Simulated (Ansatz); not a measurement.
Levels about the gap of amorphous Si$_{30}$N$_{45}$Ta$_{3}$ (78 atoms in a cell of 886 Å³, 3.78 g/cm³; zone centre alone, so wide bands show as single levels with stretches between that a denser mesh fills), at the geometry that PBE relaxed, where it gives 3.4 GPa on a denser mesh. Exact exchange is cut at the faces of this small cell, which leaves a finite-size error. The participation number counts the atoms over which a state spreads; weights are charges in smoothed Voronoi cells. The levels come from a single point, so bond lengths are those of that geometry. Method of the levels: HSE06, scalar-relativistic without spin-orbit coupling (Ansatz, a first-principles code). Sampling: the zone centre alone; Fermi-Dirac width 0.01 eV; collinear spin, started from moments on atoms (the moments died out). At PBE the levels at the filled edge of the gap are localised (band-tail or defect states), and the nearest spread-out levels lie 2.1 eV apart at the zone centre.

It comes from a melt-quench run on a machine-learned potential (CHGNet), relaxed afterwards by DFT. N atoms were pushed apart under 1.9 Å during the dynamics, to hinder bonds among them. The hot cell started wider than the set density and was brought back towards it in steps. It is the lowest in DFT energy of 2 quenches. It is a model cell: composition and starting density were chosen by hand, and all elements were melted together. No dispersion term was used. Its density started from a set value of 3.78 and ended at 3.78 g/cm³. Cooling (nominally 380 K/ps over its main leg) ran many orders faster than in experiment, which tends to leave more defects and strain. Values belong to this one cell and scatter from quench to quench. The volume was held where the preparation left it and the shape relaxed, at a PBE pressure of 3.4 GPa. Stress components on the final sampling reach 3.4 GPa. On a 2×2×2 Γ-centred mesh force components of up to 0.22 eV/Å stay, since the relaxation ran on the zone centre alone.

```csv
"E - E(highest filled), eV",filling,spin,participation number,largest on,weight N,weight Ta,weight Si
-0.31,filled,dn,19.3,"N, 3 neighbours",0.89,0.02,0.09
-0.25,filled,dn,13.7,"N, 2 neighbours",0.89,0.02,0.09
-0.25,filled,up,13.7,"N, 2 neighbours",0.89,0.02,0.09
-0.13,filled,up,10.0,"N, 2 neighbours",0.87,0.05,0.08
-0.13,filled,dn,10.0,"N, 2 neighbours",0.87,0.05,0.08
0.00,filled,dn,3.7,"N, 2 neighbours",0.89,0.01,0.11
0.00,filled,up,3.7,"N, 2 neighbours",0.89,0.01,0.11
3.03,empty,up,7.1,"Ta, 5 neighbours",0.37,0.52,0.12
3.03,empty,dn,7.1,"Ta, 5 neighbours",0.37,0.52,0.12
3.24,empty,up,7.4,"Ta, 6 neighbours",0.35,0.50,0.15
3.24,empty,dn,7.4,"Ta, 6 neighbours",0.35,0.50,0.15
3.57,empty,up,11.9,"Ta, 5 neighbours",0.40,0.40,0.20
3.57,empty,dn,11.9,"Ta, 5 neighbours",0.40,0.40,0.20
3.62,empty,up,7.6,"Ta, 5 neighbours",0.37,0.47,0.15
```

Most localised among these is the filled level at +0.00 eV, on a N atom, which has 2 neighbours (Si 1.63 Å, Si 1.64 Å).
